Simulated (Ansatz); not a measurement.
## SrCrO3 in the cubic perovskite structure (space group Pm-3m, No. 221; ferromagnetic; a cell from a computed database, its experimental status unchecked)

```xyz
5
Lattice="3.7887 0.0000 0.0000 0.0000 3.7887 0.0000 0.0000 0.0000 3.7887" Properties=species:S:1:pos:R:3 pbc="T T T"
Sr     1.8943     1.8943     1.8943
Cr     0.0000     0.0000     0.0000
O      1.8943     0.0000     0.0000
O      0.0000     1.8943     0.0000
O      0.0000     0.0000     1.8943
```

Level of theory: Ansatz (an electronic-structure program), PBEsol, PAW, cutoff 420 eV, without spin-orbit coupling. Γ-centred 12×12×12 mesh, Fermi–Dirac width 0.05 eV.

| Property | Value |
|---|---|
| Volume per atom | 10.88 Å³ |
| Density | 5.73 g/cm³ |
| Band gap | zero |
| Magnetic state | ferromagnetic |
| Total energy | -1705.726 eV/atom (σ→0; compares only within this code and set-up) |

Whether these cells are dynamically stable was not tested. No Hubbard U is applied and the magnetic state is the run's own (SrCrO3 ferromagnetic); small cells can't hold the antiferromagnetic order that many such compounds have, so gaps and moments can be off. Many cubic perovskites are stable only at high temperature; tilts and polar distortions were not tested.
